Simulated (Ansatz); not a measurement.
What isotropic strain −2.50 % does to Pd

The reference is Pd in the fcc (Cu type) structure (space group Fm-3m, No. 225; a = 3.945 Å; relaxed with 0.1 eV smearing).

One thing is altered: an isotropic linear strain of −2.50 %; the atoms relax in the strained cell.

Computed with DFT with PBE, PAW potentials and a 420 eV plane-wave cutoff in Ansatz (an electronic-structure program), spin-orbit coupling left out. k-mesh 29×29×29 (Γ-centred); smearing 0.1 eV (Fermi–Dirac).

The volume per atom shrinks by 1.12 Å³ (15.35 Å³ → 14.23 Å³) and the space group remains Fm-3m (No. 225). The shortest interatomic distance shrinks by 0.070 Å, from 2.790 Å to 2.720 Å and the energy grows by 50 meV/atom. The pressure goes from zero to 15.6 GPa and the band gap is still zero.

Final structure:

```
CELL_PARAMETERS angstrom
      0.00000     1.92343     1.92343
      1.92343     0.00000     1.92343
      1.92343     1.92343     0.00000
ATOMIC_POSITIONS crystal
  Pd 0.00000 0.00000 0.00000
```

Cost of the whole job for the changed cell (relaxation, final SCF and bands): around 14 core-seconds (rough).

No phonon test of stability was made. The final runs are not spin-polarised.
